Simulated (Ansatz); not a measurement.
Ansatz (a first-principles code) run on NbRu3 (P4mm, 4 atoms in the cell): self-consistent single point

Method: LDA (PW92), default PAW files made with PBE (plane waves; Ansatz).

The input file:

Ansatz 0.2 input:
```yaml
# NbRu3
crystal:
  lattice:
    - [3.865684, 0.000000, 0.000000]
    - [0.000000, 3.865684, 0.000000]
    - [0.000000, 0.000000, 3.865684]
  atoms:
    - { symbol: Nb, position: [0.000000, 0.000000, 0.012934] }
    - { symbol: Ru, position: [0.000000, 0.500000, 0.500000] }
    - { symbol: Ru, position: [0.500000, 0.000000, 0.500000] }
    - { symbol: Ru, position: [0.500000, 0.500000, 0.000000] }
basis:
  ecutwfc: 30.9 Ry
kpoints:
  mp_grid: { grid: [7, 7, 7] }
hamiltonian:
  xc: lda
  pseudopotentials: { kind: paw }
scf:
  occupations: { method: gaussian, width: 0.0073 Ry }
output:
  forces: true
  eigenvalues: true
  stress: true
```

Output (repeated stretches shortened):

```
WARN ansatz: RAYON_NUM_THREADS=1 ignored (pool sized by the plan → 1); use --threads N
Pseudopotentials: kind: paw
Pseudopotential: Nb, paw, valence charge 13
Pseudopotential: Ru, paw, valence charge 16
Crystal: 4 atoms, lattice volume = 57.767 Å³
Basis set: ecut = 420.4159175005146 eV, 1141 PW (Γ)
Bands: 37, of which v1, the nominal top of the filled ones, is band 31 counted from 1 (30 counted from 0)
Symmetry: 8 space group operations
Space group: P4mm (ITA 99), of the structure as read, at distance tolerance 3.9e-5 Å
k-points: 40 of 343 (time reversal used)
PAW frozen core: Nb, regenerated for the run's functional, and the local potential with it
PAW frozen core: Ru, regenerated for the run's functional, and the local potential with it
Initial density: superposition of atomic densities (neutral atoms: chi_scale 0, normalization atom), corrected by the library's trained network
Initial wavefunctions: pseudopotential atomic-orbital guess
Eigensolver: davidson
Functional: x = slater, c = lda
SCF iter   1: F=—  HF=-21717.961792 eV  |F-HF|=—  |Δ(HF+E_count)|=         —  Δρ=1.12e-2  dr2=6.27e-2  ethr=1.77e-3  ⟨swp⟩=5.1  Hψ=4974  notcnv=0
all-band conjugate gradients solve this SCF's bands
preconditioner: auto → Kerker (q_TF=auto, 2.753 Å⁻¹)
SCF iter   2: F=—  HF=-21717.955491 eV  |F-HF|=—  |Δ(HF+E_count)|=   6.30e-3  Δρ=5.08e-3  dr2=1.34e-2  ethr=1.03e-4  ⟨swp⟩=1.1  Hψ=1805  notcnv=0
SCF iter   3: F=—  HF=-21717.953475 eV  |F-HF|=—  |Δ(HF+E_count)|=   2.02e-3  Δρ=7.65e-4  dr2=2.86e-4  ethr=2.19e-5  ⟨swp⟩=2.4  Hψ=2218  notcnv=0
SCF iter   4: F=—  HF=-21717.953403 eV  |F-HF|=—  |Δ(HF+E_count)|=   7.22e-5  Δρ=1.39e-4  dr2=1.74e-5  ethr=4.68e-7  ⟨swp⟩=2.0  Hψ=2361  notcnv=0
SCF iter   5: F=—  HF=-21717.953399 eV  |F-HF|=—  |Δ(HF+E_count)|=   4.51e-6  Δρ=5.02e-5  dr2=1.92e-6  ethr=2.85e-8  ⟨swp⟩=2.0  Hψ=2140  notcnv=0
SCF iter   6: F=-21717.953398 eV  HF=-21717.953398 eV  |F-HF|=2.77e-8  |Δ(HF+E_count)|=   3.74e-7  Δρ=1.10e-5  dr2=5.91e-8  ethr=1.64e-10  ⟨swp⟩=6.3  Hψ=6652  notcnv=0
SCF 1 converged in 6 iterations: F = -21717.953398 eV  dr2 = 5.91e-8
SCF converged after 6 iterations
Free energy (F): -21717.953398 eV
Harris-Foulkes:  -21717.953398 eV  (|F-HF|=2.77e-8)
Internal energy: -21717.932092 eV  (E = F + TS)
E sigma→0 (E₀):  -21717.942745 eV
Entropy (-TS):   -0.021306 eV (-5.326 meV/atom)
Fermi energy:    21.723018 eV
--- Per-component energies (eV) ---
  E_band       = -244.598651
  E_kinetic    = 1942.072157
  E_local      = -4614.174029  (includes V_loc(G=0)·N_el)
  E_nonlocal   = 1169.439220
  E_hartree    = 1487.611598
  E_xc         = -744.321310
  E_vxc        = -930.998945  (∫ρ·V_xc dr)
  E_paw        = -12989.493348  (= ΣΔE_a)
  E_vpaw       = -786.151917  (= ΣTr[D̂ρ^β])
  E_aug_tail   = -0.000666  (compensation charges beyond the density's cutoff)
  E_ewald      = -7971.206464
  E_core_change = 2.140749  (= ΣΔE_core)
  E_smearing   = -0.021306  (= −TS)
  E_closure    = 0.000000  (closes the sum)
  Σ components = -21717.953398   (vs F -21717.953398, Δ=0.00e0)
--- Forces (eV/Å), atoms counted from 1 ---
  atom   1  Nb    -0.00000000     0.00000000    -0.38194717
  atom   2  Ru     0.00000000     0.00000000     0.19232232
  atom   3  Ru     0.00000000     0.00000000     0.19232232
  atom   4  Ru    -0.00000000     0.00000000    -0.00269779
  max |Σ_I F_I| component: 3.18e-7 eV/Å
--- Stress (GPa, compression-positive) ---
       -8.581963       0.000000       0.000000
        0.000000      -8.581963       0.000000
        0.000000       0.000000      -8.572676
  P = ⅓ Tr σ = -8.5789 GPa (-85.789 kbar)
  The stress holds the Pulay correction. Without it, at fixed plane waves, as pw.x and ABINIT print it: P = -8.6031 GPa
--- Band table (eV; the first three rows and the last of 40) ---
  k-point 0: bands = ["-50.6636", "-50.5193", "-50.5192", "-32.8728", "-20.9763", "-20.9759", "-20.9759", "-20.5649", "-20.5647", "-20.5647", "-20.3763", "-20.3758", "-20.3758", "-8.9986", "-8.9984", "-8.9984", "14.4015", "15.9389", "15.9402", [...]
  k-point 1: bands = ["-50.6573", "-50.5255", "-50.5192", "-32.8733", "-20.9587", "-20.9587", "-20.9471", "-20.5704", "-20.5704", "-20.5671", "-20.4066", "-20.3875", "-20.3875", "-9.0166", "-9.0031", "-9.0031", "14.6886", "16.1296", "16.1616", [...]
  k-point 2: bands = ["-50.6401", "-50.5426", "-50.5191", "-32.8745", "-20.9144", "-20.9144", "-20.8651", "-20.5899", "-20.5899", "-20.5720", "-20.4909", "-20.4126", "-20.4126", "-9.0569", "-9.0135", "-9.0135", "15.4762", "16.5752", "16.7533", [...]
  k-point 39: bands = ["-50.5712", "-50.5641", "-50.5641", "-32.8699", "-21.1706", "-20.8897", "-20.8887", "-20.8881", "-20.4404", "-20.4398", "-20.3713", "-20.3707", "-20.3694", "-9.0324", "-9.0244", "-9.0242", "16.3032", "16.4067", "16.4077", [...]
```

The run converged in 6 iterations.

The starting cell comes from a database of computed structures (which also holds hypothetical and non-ambient phases and stackings), without a prior relaxation at this level. Its lattice was rescaled by up to half a per cent. One atom was moved a little off its site on purpose. Spin polarisation is off. With a pressure of about -9 GPa the cell is away from its equilibrium volume at this level. Ansatz's pressure includes its estimate of the finite-basis (Pulay) stress.
